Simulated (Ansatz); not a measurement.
**Fermi-surface data of ZrN under load (space group I4/mmm)**

```yaml
crystal:
  lattice:
    - [0.00000, 2.27693, 2.27173]
    - [2.27693, 0.00000, 2.27173]
    - [2.27693, 2.27693, 0.00000]
  atoms:
    - { symbol: Zr, position: [0.50000, 0.50000, 0.50000] }
    - { symbol: N, position: [0.00000, 0.00000, 0.00000] }
```

All values below come from PBEsol, rigid bands (plane waves, PAW, scalar-relativistic; Ansatz, an electronic-structure program). Condition of this run: uniaxial stress zz = 1 GPa (compression positive) (the target of the relaxation). Geometry: cell and atoms relaxed with PBEsol, then loaded as said.

| Item | Result |
|---|---|
| density of states at the Fermi level | 0.649 states/(eV·cell), both spins |
| bare Sommerfeld coefficient | 0.76 mJ/(mol of atoms·K²) |
| Drude plasma energy | 8.9 eV |
| root-mean-square Fermi velocity | 1.1e6 m/s |
| resistivity times τ | 6.1 ×10⁻²² Ω·m·s |

A metal at this level (no band gap); rigid bands, thermally averaged at 300 K, both spins. Spin-orbit coupling is left out. τ is one relaxation time for all states.
